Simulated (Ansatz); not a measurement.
The structure below was relaxed with Ansatz (an electronic-structure program), r2SCAN, PAW, cutoff 500 eV, scalar-relativistic without spin-orbit coupling, at pressure 18 GPa.

```xyz
8
Lattice="-2.6485 2.6485 5.2402 2.6485 -2.6485 5.2402 2.6485 2.6485 -5.2402" Properties=species:S:1:pos:R:3 pbc="T T T"
Cu     0.0000     2.6485     2.6201
Cu     0.0000     0.0000     0.0000
Ga     2.6485     0.0000     2.6201
Ga     0.0000     0.0000     5.2402
Se     1.3242     1.2856    -1.3101
Se     1.3242     1.3629     3.9302
Se     1.3629    -1.3242     6.5503
Se     1.2856     3.9727     1.3101
```

Find the space group and the Wyckoff positions.

Space group I-42d (No. 122); a = b = 5.297 Å, c = 10.480 Å, α = β = γ = 90.00°

| atom | site | symmetry | x | y | z |
|---|---|---|---|---|---|
| Cu | 4a | -4.. | 0.0000 | 0.0000 | 0.0000 |
| Ga | 4b | -4.. | 0.0000 | 0.0000 | 0.5000 |
| Se | 8d | .2. | 0.2500 | 0.2573 | 0.3750 |

Load acts through the strain it causes; cell and atoms are relaxed under it. Stability against distortions was not tested. Competing high-pressure phases were not computed. All final runs are without spin polarisation. The cell was made from GaCuSe$_{2}$ in the chalcopyrite structure (space group I-42d, No. 122) by this change: pressure 18 GPa.
